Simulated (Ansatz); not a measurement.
**A constructed model of the (0001) surface of hcp Ti, a pseudomorphic layer of Ag in the host's stacking (bottom of the slab: a bare face, its two planes held)**

All values below come from PBE (plane waves to 420 eV, PAW; Ansatz, a program for electronic structure).

Set-up: 7 atoms, 14.3 Å thick at the start; mesh 15x15x1; 0.1 eV smearing; dipole correction on; 2 atoms held, the rest relaxed; symmetry of the start imposed; no spin, no spin-orbit, no U. In PBE it is, or lies within 0.01 eV a 1x1 cell of, the lowest of the 2 structures of its composition computed so far; larger cells were not tried.

```json
{
 "work_function_of_the_top_face": "3.80 eV",
 "energy_released_by_relaxation": "0.16 eV",
 "cost": "around 110 core-seconds (rough)"
}
```
